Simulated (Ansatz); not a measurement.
The parent structure is KZnF$_{3}$ in the cubic perovskite structure (space group Pm-3m, No. 221; a = 4.053 Å).

The values are results of DFT with PBEsol, PAW potentials and a 420 eV plane-wave cutoff in Ansatz (a first-principles code), without spin-orbit coupling, earlier PAW set, not measurements.

Base values:

- Gap character: indirect, R → Γ
- Electron mass: 0.44 mₑ (at Γ)
- Band gap: 3.70 eV
- Lattice parameter a: 4.053 Å

Perturbation: every F is replaced by Cl, then cell and atoms are relaxed.

Tabulated Pauling electronegativity and covalent radius: F 3.98, 0.57 Å; Cl 3.16, 1.02 Å.

Task: What happens to the gap character, electron mass, band gap and lattice parameter a?

Result: The gap character stays indirect, R → Γ; the electron mass becomes 0.23 mₑ (at Γ) (base: 0.44 mₑ (at Γ)); the band gap shrinks by 2.16 eV (3.70 eV → 1.54 eV); the lattice parameter a grows by 0.814 Å (4.053 Å → 4.867 Å).

Effective masses come from finite differences of ±0.01 Å⁻¹. No phonon test of stability was made. As relaxed here, KZnCl3 is a hypothetical phase, not in the database extracts checked. Many cubic perovskites are stable only at high temperature; tilts and polar distortions were not tested.
